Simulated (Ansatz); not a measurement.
Take CaO in the rock salt structure (space group Fm-3m, No. 225; a = 4.8308 Å) as the base. Axes: x, y, z lie along the cube axes.

Method: PBE (Ansatz, an electronic-structure program, PAW, no spin-orbit coupling).

Modification: the cell is scaled by 1.0250 in all directions; the atoms relax in the strained cell.

Problem. Predict the stress tensor and what it implies for the stiffness.

Solution. Stress of the strained cell less that of the base (GPa, compression positive):
```
  -6.65    0.00    0.00
   0.00   -6.65    0.00
   0.00    0.00   -6.65
```

Then B = −ΔP/(ΔV/V₀) with ΔV/V₀ = 0.0769 gives secant stiffness values (nonlinear terms included at this strain): B ≈ 86 GPa.

As a check, the harmonic strain energy −½ V₀ Δσ:ε is 22 meV/atom; the computed energy rise is 24 meV/atom.

No phonon test of stability was made.
